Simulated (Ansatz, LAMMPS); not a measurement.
## Ge lens of 21 atoms, radius 0.65 nm, coherent in Si, 6x6x6 cubic cells at the host's lattice parameter

Cell 32.82 × 32.82 × 32.82 Å, Si1707Ge21, 1728 atoms. Prepared with Tersoff's 1989 multicomponent potential (SiCGe.tersoff) in LAMMPS: minimisation. 

Level of theory: PBE, support functions at accuracy medium on the grid of 370 eV (norm-conserving potentials; Ansatz, a program for electronic structure).

Basis: localised support functions (accuracy medium) on a full density matrix. k-points: zone centre alone; occupations: Fermi-Dirac, 0.010 eV; spin polarisation not allowed. No spin-orbit coupling.

```
Property                                                                                               Result
---------------------------------------------  --------------------------------------------------------------
energy over the perfect crystal(s), per atom                                                       1 meV/atom
Kohn-Sham gap of the cell on its k-mesh                                                               0.60 eV
weight of the highest filled level on the dot                                                            0.04
weight of the lowest empty level on the dot                                                              0.01
coordination (neighbours within 2.841 Å)                                                       100.0 % 4-fold
Ge-Ge bonds, mean ± spread                                                                    2.445 ± 0.003 Å
Ge-Si bonds, mean ± spread                                                                    2.398 ± 0.002 Å
Si-Si bonds, mean ± spread                                                                    2.368 ± 0.002 Å
bond angles, mean ± spread                                                                      109.5° ± 0.3°
pressure                                                                                            -0.02 GPa
cost of the final run                          about 4 core-hours (a rough figure), 29 SCF iterations, 35 GiB
```
